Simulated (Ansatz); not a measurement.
```
AlN
1.0
    3.11381     0.00000     0.00000
   -1.55691     2.69664     0.00000
    0.00000     0.00000     5.01325
Al N
2 2
Direct
  0.33333   0.66667   0.00058
  0.66667   0.33333   0.50058
  0.33333   0.66667   0.38142
  0.66667   0.33333   0.88142
```

No spin polarisation.

Level of theory: Ansatz (a program for electronic structure), PBEsol, PAW, cutoff 420 eV, no spin-orbit coupling. Settings: 12×12×7 k-points, 0.05 eV Fermi–Dirac smearing.

Problem. What stress (xx, yy, zz, yz, xz, xy; compression positive) does the calculation give?

Solution. (-0.62, -0.62, -2.10, 0.00, 0.00, 0.00) GPa.

Problem. What is the computed gap character?

Solution. Direct at Γ.

The cells carry an imposed strain or load. No phonon test of stability was made. The cell was made from AlN in the wurtzite structure (space group P6_3mc, No. 186) by this change: uniaxial strain ε_zz = +0.60 %.
